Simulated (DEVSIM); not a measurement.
Device: abrupt GaAs n-p junction, at 300 K.

Layer 1 from the left is GaAs, thickness (μm) 0.170, Nd (cm⁻³) 2.6e16, τn (s) 1.6e-9, τp (s) 1.6e-9. Layer 2 from the left is GaAs, thickness (μm) 2.20, Na (cm⁻³) 1.2e14, τn (s) 1.6e-9, τp (s) 1.6e-9.

Left contact: ohmic. Right contact: ohmic. Voltage is applied to the left contact. Recombination: SRH at mid-gap. Mobility is μmin + (μ − μmin)/(1 + (N/Nref)^α).

Constants are typed, rounded textbook-type inputs, not results; the design itself was drawn at random and stands for no fabricated device. Values at 300 K.

GaAs: gap (eV) 1.424, affinity (eV) 4.07, permittivity 12.9, Nc (cm⁻³) 4.7e17, Nv (cm⁻³) 9e18, μn (cm²/Vs) 8500, μp (cm²/Vs) 400, μn,min 500, μp,min 20, Nref,n 6e16, Nref,p 1.5e17, αn 0.39, αp 0.38.

DEVSIM, 1D drift-diffusion, Boltzmann statistics, complete ionisation; no tunnelling, impact ionisation, image-force lowering or self-heating.

Task: What does the simulation give for the dark forward voltage at 100 A/cm², the dark forward voltage at 1 A/cm², the largest field in the device at zero bias?

Result: dark forward voltage at 100 A/cm² 1.002 V; dark forward voltage at 1 A/cm² 0.825 V; largest field in the device at zero bias 9900 V/cm.
